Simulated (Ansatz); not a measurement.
**Se: element substitutions**

Base system: Se (space group P3_121, No. 152; a = 4.039 Å, c = 5.120 Å; made of chains).

Each row replaces one element on all its sites; cell and atoms are relaxed.

All numbers come from PBEsol (Ansatz, an electronic-structure program; PAW; 420 eV plane waves; spin-orbit coupling left out), earlier PAW set.

```csv
case,shortest interatomic distance,space group,density
base,2.437 Å,P3_121 (No. 152),5.44 g/cm³
Se → As,2.690 Å,Pm-3m (No. 221),6.39 g/cm³
Se → Ge,2.668 Å,Pm-3m (No. 221),6.35 g/cm³
Se → Te,2.908 Å,P3_121 (No. 152),6.61 g/cm³
```

No phonon test of stability was made. As relaxed here, Ge is a hypothetical phase, not in the database extracts checked. For As in this form, whether it has been made was not checked. No dispersion term is included in the PBEsol runs. This is not the structure that As has at room temperature and ambient pressure.
